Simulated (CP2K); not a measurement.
**Variants of one calculation on SiO2 (P-31m, 36 atoms in the cell)**

```yaml
crystal:
  lattice:
    - [11.74119, 0.00000, 0.00000]
    - [-5.87059, 10.16817, 0.00000]
    - [0.00000, 0.00000, 4.44708]
  atoms:
    - { symbol: Si, position: [0.85027, 0.53883, 0.78300] }
    - { symbol: Si, position: [0.14973, 0.46117, 0.21700] }
    - { symbol: Si, position: [0.46117, 0.31144, 0.78300] }
    - { symbol: Si, position: [0.53883, 0.68856, 0.21700] }
    - { symbol: Si, position: [0.68856, 0.14973, 0.78300] }
    - { symbol: Si, position: [0.31144, 0.85027, 0.21700] }
    - { symbol: Si, position: [0.46117, 0.14973, 0.21700] }
    - { symbol: Si, position: [0.53883, 0.85027, 0.78300] }
    - { symbol: Si, position: [0.68856, 0.53883, 0.21700] }
    - { symbol: Si, position: [0.31144, 0.46117, 0.78300] }
    - { symbol: Si, position: [0.85027, 0.31144, 0.21700] }
    - { symbol: Si, position: [0.14973, 0.68856, 0.78300] }
    - { symbol: O, position: [0.58149, 0.41851, 0.00000] }
    - { symbol: O, position: [0.41851, 0.58149, 0.00000] }
    - { symbol: O, position: [0.58149, 0.16298, 0.00000] }
    - { symbol: O, position: [0.41851, 0.83702, 0.00000] }
    - { symbol: O, position: [0.83702, 0.41851, 0.00000] }
    - { symbol: O, position: [0.16298, 0.58149, 0.00000] }
    - { symbol: O, position: [0.25268, 0.74732, 0.50000] }
    - { symbol: O, position: [0.74732, 0.25268, 0.50000] }
    - { symbol: O, position: [0.25268, 0.50536, 0.50000] }
    - { symbol: O, position: [0.74732, 0.49464, 0.50000] }
    - { symbol: O, position: [0.49464, 0.74732, 0.50000] }
    - { symbol: O, position: [0.50536, 0.25268, 0.50000] }
    - { symbol: O, position: [0.00000, 0.37849, 0.34555] }
    - { symbol: O, position: [0.00000, 0.62151, 0.65445] }
    - { symbol: O, position: [0.62151, 0.62151, 0.34555] }
    - { symbol: O, position: [0.37849, 0.37849, 0.65445] }
    - { symbol: O, position: [0.37849, 0.00000, 0.34555] }
    - { symbol: O, position: [0.62151, 0.00000, 0.65445] }
    - { symbol: O, position: [0.37021, 0.18510, 0.00000] }
    - { symbol: O, position: [0.62979, 0.81490, 0.00000] }
    - { symbol: O, position: [0.81490, 0.18510, 0.00000] }
    - { symbol: O, position: [0.18510, 0.81490, 0.00000] }
    - { symbol: O, position: [0.81490, 0.62979, 0.00000] }
    - { symbol: O, position: [0.18510, 0.37021, 0.00000] }
```

Base run A: LDA (Pade form), GPW, DZVP-MOLOPT-SR-GTH basis, GTH-PADE potentials (GTH_POTENTIALS) (CP2K), self-consistent single point.

Its settings: CUTOFF = 450 Ry; REL_CUTOFF = 50 Ry; SMEAR/METHOD = GAUSSIAN; SIGMA = 0.01 eV; KPOINTS/SCHEME = MACDONALD 2 2 5 0.25 0.25 0; XC_FUNCTIONAL = PADE; Si/BASIS_SET = DZVP-MOLOPT-SR-GTH-q4; Si/POTENTIAL = GTH-PADE-q4; O/BASIS_SET = DZVP-MOLOPT-SR-GTH-q6; O/POTENTIAL = GTH-PADE-q6; METHOD = GPW; EPS_DEFAULT = 1e-10; NGRIDS = 4; SCF_GUESS = ATOMIC; EPS_SCF = 1e-06; MAX_SCF = 100; ADDED_MOS = 30; MIXING/METHOD = BROYDEN_MIXING; MIXING/ALPHA = 0.4; MIXING/NBUFFER = 8.

The starting cell comes from a database of computed structures (which also holds hypothetical and non-ambient phases and stackings), without a prior relaxation at this level. Values carry the incompleteness of an atom-centred basis. In the base run, with a pressure of about -7 GPa the cell is away from its equilibrium volume at this level.

ΔF is the free energy per atom less that of run A. 

Run A gave: pressure (GPa) -6.54; largest force (eV/Å) 0.752; gap on the mesh (eV) 5.773.

Runs:
- B: XC_SMOOTH_RHO: default → NONE; XC_DERIV: default → SPLINE3
- C: USE_FINER_GRID: default → T

Task: What does run C change against A?

Result: The free energy is nearly the same (within 1 meV/atom), the pressure stays at -6.54 GPa, the largest force goes from 0.752 to 0.735 eV/Å and the gap on the mesh moves little (5.773 to 5.772 eV).

```json
[
 {"run": "A", "ΔF (meV/atom)": "0.00", "pressure (GPa)": "-6.54", "largest force (eV/Å)": "0.752", "gap on the mesh (eV)": "5.773"},
 {"run": "B", "ΔF (meV/atom)": "0.00", "pressure (GPa)": "-6.54", "largest force (eV/Å)": "0.752", "gap on the mesh (eV)": "5.773"},
 {"run": "C", "ΔF (meV/atom)": "0.15", "pressure (GPa)": "-6.54", "largest force (eV/Å)": "0.735", "gap on the mesh (eV)": "5.772"}
]
```

Left out of this page: 3 runs of the series unsound by tests on forces, stress, charge or solver warnings.
